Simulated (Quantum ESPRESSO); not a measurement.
# How far to go with the k-point mesh at a smearing width of 0.05 eV: Sb (R-3m, 2 atoms in the cell)

```xyz
2
Lattice="2.1658 -1.2504 3.7755 0.0000 2.5008 3.7755 -2.1658 -1.2504 3.7755" Properties=species:S:1:pos:R:3 pbc="T T T"
Sb     0.0000     0.0000     2.6947
Sb     0.0000     0.0000     8.6816
```

Method of the run: PBEsol, PSlibrary PAW (PBE) pseudopotentials (plane waves; Quantum ESPRESSO 7.5).

Base settings: ecutwfc = 30 Ry; ecutrho = 180 Ry; occupations = smearing; smearing = fd; degauss = 0.0073499 Ry; input_dft = pbesol; potentials = {Sb: Sb.pbe-n-kjpaw_psl.1.0.0.UPF}; K_POINTS = automatic 9 9 9 0 0 0; conv_thr = 1e-11 Ry.

In this ladder: degauss = 0.0036749 Ry.

The second cell is the first with its lattice scaled by 0.98.

Only quantities that move along the ladder and can be compared are tabulated.

The count of work is k-points × plane waves × bands × iterations; it is no time. 

The starting cell has typed, rounded lattice constants, without a prior relaxation at this level. Its lattice was rescaled by up to half a per cent. One atom was moved a little off its site on purpose.

Steps (K_POINTS): automatic 3 3 3 0 0 0; automatic 4 4 4 0 0 0; automatic 5 5 5 0 0 0; automatic 6 6 6 0 0 0; automatic 7 7 7 0 0 0; automatic 8 8 8 0 0 0; automatic 10 10 10 0 0 0; automatic 12 12 12 0 0 0; automatic 15 15 15 0 0 0; automatic 18 18 18 0 0 0; automatic 22 22 22 0 0 0.

Q: What is the coarsest K_POINTS that holds the free energy within 5 meV/atom of the last step, with all finer ones?

A: automatic 8 8 8 0 0 0, at 0.063 of the last step's count of work; the step before is off by 11 meV/atom.

Q: What is the coarsest K_POINTS that holds the pressure within 0.1 GPa of the last step, with all finer ones?

A: automatic 4 4 4 0 0 0, at 0.013 of the last step's count of work; the step before is off by 0.80 GPa.

Q: What is the coarsest K_POINTS that holds the forces within 0.01 eV/Å of the last step, with all finer ones?

A: automatic 15 15 15 0 0 0, at 0.34 of the last step's count of work; the step before is off by 0.014 eV/Å.

```tsv
K_POINTS	free energy less the last step's (meV/atom)	energy of the compressed cell less the first (meV/atom)	pressure (GPa)	largest difference of a force vector from the last step's (eV/Å)	count of work / last
automatic 3 3 3 0 0 0	-51.42	13.36	-0.76	0.291	0.0058
automatic 4 4 4 0 0 0	-20.59	1.89	-1.58	0.255	0.013
automatic 5 5 5 0 0 0	-18.78	1.58	-1.64	0.166	0.018
automatic 6 6 6 0 0 0	-8.49	2.00	-1.54	0.138	0.031
automatic 7 7 7 0 0 0	-10.63	2.78	-1.53	0.056	0.043
automatic 8 8 8 0 0 0	-4.59	1.63	-1.60	0.039	0.063
automatic 10 10 10 0 0 0	-2.98	2.28	-1.56	0.022	0.11
automatic 12 12 12 0 0 0	-1.63	2.02	-1.56	0.014	0.18
automatic 15 15 15 0 0 0	-0.72	1.95	-1.57	0.001	0.34
automatic 18 18 18 0 0 0	-0.27	1.98	-1.56	0.002	0.56
automatic 22 22 22 0 0 0	0.00	2.02	-1.56	0.000	1.0
```

The energy difference between the two cells stays within 1 meV/atom of the last step's from automatic 4 4 4 0 0 0 on, the total only from automatic 15 15 15 0 0 0 on: much of the error is common to both cells and cancels.
